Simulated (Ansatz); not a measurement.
Abridged Ansatz (a first-principles code) output:

```
Relaxation: its limit of steps is 50 (relax.max_steps)
Pseudopotential: Ta, paw, valence charge 13
Crystal: 1 atoms, lattice volume = 18.578 Å³
Basis set: ecut = 500 eV, 467 PW (Γ), exchange–correlation on 96×96×96 points (64 copies of the dense FFT grid, shifted against one another)
Bands: 11, of which v1, the nominal top of the filled ones, is band 7 counted from 1 (6 counted from 0)
Symmetry: 16 space group operations
k-points: 1639 of 21952
Functional: x = r2scan, c = r2scan; τ floored in thin density (d = 2e-4 eV/Å³)
SCF iter   1: F=—  HF=-9944.311688 eV  |F-HF|=—  |Δ(HF+E_count)|=         —  Δρ=5.98e-3  dr2=1.66e-3  dr2_τ=1.41e-2  ethr=1.77e-3  ⟨swp⟩=5.5  Hψ=108022  notcnv=0
SCF iter   2: F=—  HF=-9944.326928 eV  |F-HF|=—  |Δ(HF+E_count)|=   1.52e-2  Δρ=3.51e-3  dr2=6.91e-4  dr2_τ=2.41e-4  ethr=1.28e-5  ⟨swp⟩=2.1  Hψ=40437  notcnv=0  defer=3
SCF 1 converged in 8 iterations: F = -9944.327715 eV  dr2 = 3.95e-11
relax step   1: F+E_penalty+E_count = -9944.32771521 eV  Δ(F+E_penalty+E_count) = +0.000e0 eV  max|allowed force component| = 0.000e0 eV/Å  Δτ_max = 0.0000 Å  (8 SCF iters, accepted)
Crystal: 1 atoms, lattice volume = 18.578 Å³
SCF iter   1: F=—  HF=-9944.327715 eV  |F-HF|=—  |Δ(HF+E_count)|=         —  Δρ=6.47e-7  dr2=3.95e-11  dr2_τ=6.47e-12  ethr=1.00e-12  ⟨swp⟩=1.1  Hψ=110530  notcnv=0  defer=26
SCF iter   2: F=-9944.327715 eV  HF=-9944.327715 eV  |F-HF|=1.27e-11  |Δ(HF+E_count)|=  9.09e-12  Δρ=3.38e-7  dr2=9.52e-12  dr2_τ=1.06e-12  ethr=1.00e-12  ⟨swp⟩=4.0  Hψ=49858  notcnv=0
SCF 2 converged in 2 iterations: F = -9944.327715 eV  dr2 = 9.52e-12
SCF converged after 2 iterations
Free energy (F): -9944.327715 eV
Internal energy: -9944.285293 eV  (E = F + TS)
E sigma→0 (E₀):  -9944.306504 eV
Entropy (-TS):   -0.042423 eV (-42.423 meV/atom)
Fermi energy:    17.852337 eV
--- Forces (eV/Å), atoms counted from 1 ---
  atom   1  Ta     0.00000000    -0.00000000    -0.00000000
--- Stress (GPa, compression-positive) ---
       -4.369547       0.000000       0.000000
        0.000000      -7.071692      -0.000000
        0.000000      -0.000000      -4.369547
  P = ⅓ Tr σ = -5.2703 GPa (-52.703 kbar)
--- Relaxed structure (1 steps of the walk, 1 accepted, 0 SCFs on fresh bases) ---
  atoms:
    - { symbol: Ta, position: [0.0, 0.0, 0.0] }
```

Problem. What was computed, and what are the main results?

Solution. Ta, 1 atom in the cell, with r2SCAN (Ansatz, PAW, scalar-relativistic without spin-orbit coupling). The last SCF converged to F = -9944.327715 eV, or -9944.3277 eV per atom, at a pressure of -5.27 GPa. The total energy compares only with runs of the same code, potentials and settings.

The cells carry an imposed strain or load. Whether these cells are dynamically stable was not tested. All final runs are without spin polarisation. The cell was made from Ta in the bcc (W type) structure (space group Im-3m, No. 229) by this change: uniaxial strain ε_yy = +2.82 %.

Keys are those of Ansatz 0.2.
